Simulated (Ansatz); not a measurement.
Bond-angle distributions (per cent of the angles at each element, bins of 10°) of a relaxed model of amorphous Ge$_{20}$S$_{40}$Cu$_{4}$ at 3.32 g/cm³. All values below come from PBE-D3(BJ), scalar-relativistic without spin-orbit coupling (plane waves to 420 eV, PAW; Ansatz, a first-principles code).

It comes from a melt-quench run on a machine-learned potential (CHGNet), relaxed afterwards by DFT. The hot cell started wider than the set density and was brought back towards it in steps. It is the lowest in DFT energy of 3 quenches. It is a model cell: composition and starting density were chosen by hand, and all elements were melted together. The geometry includes D3(BJ) dispersion. Its density started from a set value of 2.91 and ended at 3.32 g/cm³. The quench (nominally 64 K/ps over its main leg) was far faster than any real one, so the model tends to hold more defects than a real film. One small periodic cell is one sample of the glass; other quenches scatter about these values. Volume and shape were free in the relaxation.

Bonds are counted up to Ge-Ge 2.85 Å, Ge-S 2.74 Å, Ge-Cu 3.02 Å, S-S 2.39 Å, S-Cu 2.84 Å, Cu-Cu 3.17 Å.

```
angle (°)  at Ge  at S
---------  -----  ----
50-60          0     0
60-70          0     0
70-80          0     2
80-90          4    18
90-100        25    18
100-110       28    36
110-120       31    17
120-130       10     6
130-140        1     3
140-150        0     0
150-160        0     0
160-170        0     0
170-180        0     0
```

They go with these counts of neighbours within the cut-offs, cation contacts included: Ge mean 3.5, most often 4; S mean 2.3, most often 2.
